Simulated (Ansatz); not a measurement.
Consider AlN (space group P6_3/mmc, No. 194; a = 3.3016 Å, c = 4.1410 Å; a cell from a computed database, its experimental status unchecked). Axes: x lies along a and z along c of the hexagonal cell.

The change: uniaxial strain ε_xx = +0.91 %, all other strain components held at zero, atoms relaxed at fixed cell.

Levels (all Ansatz, a first-principles code, PAW): PBEsol (420 eV, no spin-orbit coupling); r2SCAN (500 eV, without spin-orbit coupling); HSE06 (420 eV, spin-orbit coupling left out).

One geometry, relaxed with PBEsol, under each level:

| level | band gap | lowest conduction level above the VBM at special points | electron mass | hole mass | pressure |
|---|---|---|---|---|---|
| PBEsol | 3.27 eV | Γ 3.27 eV; Y 3.74 eV; S 3.83 eV; T 5.03 eV | 0.33 mₑ along z, 0.30 mₑ across (at Γ) | 0.28 mₑ along z, 0.91 mₑ across (at Γ) | -2.02 GPa |
| r2SCAN | (withheld) | (withheld) | (withheld) | (withheld) | (withheld) |
| HSE06 | 4.63 eV | Γ 4.63 eV; Y 5.12 eV; S 5.22 eV | – | – | – |

Task: Give the withheld r2SCAN results.

Result: 
- r2SCAN, band gap: 3.92 eV
- r2SCAN, lowest conduction level above the VBM at special points: Γ 3.92 eV; Y 4.53 eV; S 4.63 eV; T 5.78 eV
- r2SCAN, electron mass: 0.34 mₑ along z, 0.30 mₑ across (at Γ)
- r2SCAN, hole mass: 0.29 mₑ along z, 0.90 mₑ across (at Γ)
- r2SCAN, pressure: -3.59 GPa

Single points use the geometry relaxed with PBEsol. Their cutoffs differ, which shifts pressures a little. Masses are band curvatures over ±0.01 Å⁻¹ around the edge. Stability against distortions was not tested. This is not the structure that AlN has at room temperature and ambient pressure. Labels are those of the standard path for the cell's own space group.
